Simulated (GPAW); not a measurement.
A self-consistent single point of ScRu3C (Pm-3m, 5 atoms in the cell) with GPAW.

Level of theory: PBEsol, GPAW PAW datasets PBEsol (made by gpaw-setup) (plane waves; GPAW).

The change in words: lattice scaled by 0.98. Reference geometry:
```
ScRu3C
1.0
    4.06131     0.00000     0.00000
    0.00000     4.06131     0.00000
    0.00000     0.00000     4.06131
Sc Ru C
1 3 1
Cartesian
  0.00000   0.00000   0.00000
  0.00000   2.03065   2.03065
  2.03065   0.00000   2.03065
  2.03065   2.03065   0.00000
  2.03065   2.03065   2.03065
```

Reference input (self-consistent single point, DFT PBEsol, plane waves, GPAW PAW datasets PBEsol (made by gpaw-setup)): mode = pw; ecut = 950 eV; xc = PBEsol; kpts = 7 7 7; mesh shift (steps) = 0 0 0; occupations.name = fermi-dirac; occupations.width = 0.1 eV; nbands = -11; convergence.density = 1e-05 e/electron; symmetry.symmorphic = false; symmetry.tolerance = 0.0005; maxiter = 150. This run's input differs from it in these lines:

```diff
@@ -5,10 +5,10 @@
 atoms = Atoms(['Sc', 'Ru', 'Ru', 'Ru', 'C'],
-              cell=[[4.061310, 0.000000, 0.000000],
-                    [0.000000, 4.061310, 0.000000],
-                    [0.000000, 0.000000, 4.061310]],
+              cell=[[3.980084, 0.000000, 0.000000],
+                    [0.000000, 3.980084, 0.000000],
+                    [0.000000, 0.000000, 3.980084]],
               positions=[[0.000000, 0.000000, 0.000000],
-                         [0.000000, 2.030655, 2.030655],
-                         [2.030655, 0.000000, 2.030655],
-                         [2.030655, 2.030655, 0.000000],
-                         [2.030655, 2.030655, 2.030655]],
+                         [0.000000, 1.990042, 1.990042],
+                         [1.990042, 0.000000, 1.990042],
+                         [1.990042, 1.990042, 0.000000],
+                         [1.990042, 1.990042, 1.990042]],
               pbc=True)
```

Output (repeated stretches shortened):

```
     iter     time        total  log10-change:
                         energy   eigst   dens
iter:   1 --:--:--   -52.152090
iter:   2 --:--:--   -50.659687   -0.53  -1.19
iter:   3 --:--:--   -47.555958   -0.51  -1.25
iter:   4 --:--:--   -47.416336   -1.60  -1.67
iter:   5 --:--:--   -47.287189   -1.94  -1.71
iter:   6 --:--:--   -48.018801   -1.07  -1.77
iter:   7 --:--:--   -47.260429   -1.83  -1.69
iter:   8 --:--:--   -47.256848   -2.66  -2.14
iter:   9 --:--:--   -47.216575   -2.70  -2.16
iter:  10 --:--:--   -47.192576   -2.38  -2.38
iter:  11 --:--:--   -47.190475c  -3.84  -3.06
iter:  12 --:--:--   -47.190499c  -4.73  -3.57
iter:  13 --:--:--   -47.190476c  -4.99  -3.66
iter:  14 --:--:--   -47.190494c  -5.56  -3.56
iter:  15 --:--:--   -47.190490c  -6.49  -3.75
iter:  16 --:--:--   -47.190494c  -5.60  -3.73
iter:  17 --:--:--   -47.190504c  -6.27  -4.12
iter:  18 --:--:--   -47.190521c  -5.98  -4.15
iter:  19 --:--:--   -47.190513c  -6.83  -4.47
iter:  20 --:--:--   -47.190513c  -8.15c -5.30c
Converged after 20 iterations.

Dipole moment: (-0.000000, -0.000000, -0.000000) |e|*Ang

Energy contributions relative to reference atoms: (reference = -391333.173830)

Kinetic:        +21.946775
Potential:      -27.514980
External:        +0.000000
XC:             -40.861728
Entropy (-ST):   -0.103524
Local:           -0.708818
SIC:             +0.000000
--------------------------
Free energy:    -47.242275
Extrapolated:   -47.190513

Showing only first 2 kpts
 Kpt  Band  Eigenvalues  Occupancy
  0    29     11.19609    1.98528
  0    30     11.19609    1.98528
  0    31     13.23550    0.00000
  0    32     13.29681    0.00000

  1    29     11.21386    1.98244
  1    30     11.69108    0.97709
  1    31     13.01228    0.00000
  1    32     13.29744    0.00000

Fermi level: 11.68650

No gap
   [... lines left out ...]

Forces in eV/Ang:
  0 Sc    0.00000    0.00000    0.00000
  1 Ru    0.00000   -0.00000    0.00000
  2 Ru    0.00000   -0.00000    0.00000
  3 Ru    0.00000    0.00000    0.00000
  4 C     0.00000    0.00000    0.00000

Stress tensor:
    -0.069798    -0.000000     0.000000
    -0.000000    -0.069798     0.000000
     0.000000     0.000000    -0.069798
Stress (GPa, Voigt): [-11.1828 -11.1828 -11.1828   0.       0.      -0.    ]
```

The run converged in 20 iterations. GPAW prints stress with tension positive. Against the reference run the free energy goes up by 13.2 meV/atom.

At such cutoffs GPAW's stress carries a finite-basis (Pulay) error, which enters relaxed cells too; its log prints stress with tension positive.

The starting cell comes from a database of computed structures (which also holds hypothetical and non-ambient phases and stackings), without a prior relaxation at this level. For this run, on top of that: lattice scaled by 0.98. Spin polarisation is off.

Cost on one core of a shared machine: roughly 2 min.
